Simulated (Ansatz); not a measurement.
System: Zn-vacancy pair (Zn on one host W site, one W site vacant) in bcc W (neutral cell). The step: Zn and the vacancy change places (Zn-vacancy distance between ideal sites 2.76 Å throughout); the atom moves 2.28 Å along (0.41, 0.41, 0.41) of the unit cell; the moving atom starts with neighbours 2 W at 2.72, W at 2.74, 3 W at 2.83, W at 2.99, 2 W at 3.02, W at 3.05, 2 W at 3.30, W at 3.33 Å and ends with 2 W at 2.72, W at 2.74, 3 W at 2.83, W at 2.99, 2 W at 3.02, W at 3.05, 2 W at 3.30, W at 3.33 Å. A PBE band in Ansatz (plane-wave PAW, a 2×2×3 k-point mesh shifted by half a step, 36 host sites, 27 SCF runs with any check of the saddle's order, static, no finite-size correction) gives a forward barrier of 0.36 eV. The saddle point's order was not checked, and it lies on a symmetry element of the cell, where a band can be held. Forms of the defect that were not tried may lie lower.

Single points at the band's start and saddle point can refine it. Rough cost of one point, in units of the band's mean SCF on the same machine:

```csv
Level,Cost of one point
"PBE, a 3×3×5 k-point mesh shifted by half a step",about 4
"r2SCAN at 500 eV, a 2×2×3 k-point mesh shifted by half a step",about 3
```

Task: Which of these move the barrier by more than 0.1 eV, and how far does each move it?

Result: Not one does. PBE, a 3×3×5 k-point mesh shifted by half a step: -0.04 eV; r2SCAN at 500 eV, a 2×2×3 k-point mesh shifted by half a step: +0.05 eV. Each functional is compared with PBE at the same k-points.

Ansatz is a first-principles code.
